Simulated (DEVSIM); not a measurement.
Device: Al/SiO2/n-InP capacitor, at 300 K.

```csv
layer (left to right),material,thickness (nm),Nd (cm⁻³)
1,SiO2,30.0,-
2,InP,7700,6.6e15
```

Metal gate on the left, work function 4.1 eV. Fixed charge at the semiconductor interface 0 cm⁻² (in units of +e); no interface traps.

This is a model device: material constants are rounded textbook-type values typed into the input, and sizes, dopings and lifetimes were drawn at random. Values at 300 K; Nc and Nv go as T^1.5, mobilities as T to minus their exponent, the gap by Varshni's rule with the affinity fixed.

| parameter | SiO2 | InP |
|---|---|---|
| gap (eV) | 9 | 1.344 |
| affinity (eV) | 0.9 | 4.38 |
| permittivity | 3.9 | 12.5 |
| Nc (cm⁻³) | - | 5.7e17 |
| Nv (cm⁻³) | - | 1.1e19 |
| Varshni α (eV/K) | - | 0.000363 |
| Varshni β (K) | - | 162 |

Model (solved in DEVSIM): 1D Poisson equation in equilibrium, Boltzmann statistics, complete ionisation; no quantum confinement or tunnelling. Metal contacts follow the ideal Schottky-Mott rule: no Fermi-level pinning, no interface dipoles.

The temperature was swept, all else fixed.

| temperature (K) | minimum of the low-frequency capacitance (μF/cm²) | flat-band voltage (V) | threshold voltage (band bending 2φF) (V) |
|---|---|---|---|
| 250 | 0.0202 | -0.37 | -1.93 |
| 300 | 0.0212 | -0.40 | -1.86 |
| 350 | 0.0223 | -0.42 | -1.79 |
| 400 | 0.0236 | -0.45 | -1.71 |
| 450 | 0.0252 | -0.48 | -1.64 |
| 500 | 0.0269 | -0.51 | -1.56 |

From the first row to the last the minimum of the low-frequency capacitance goes from 0.0202 to 0.0269. From the first row to the last the flat-band voltage goes from -0.37 to -0.51.
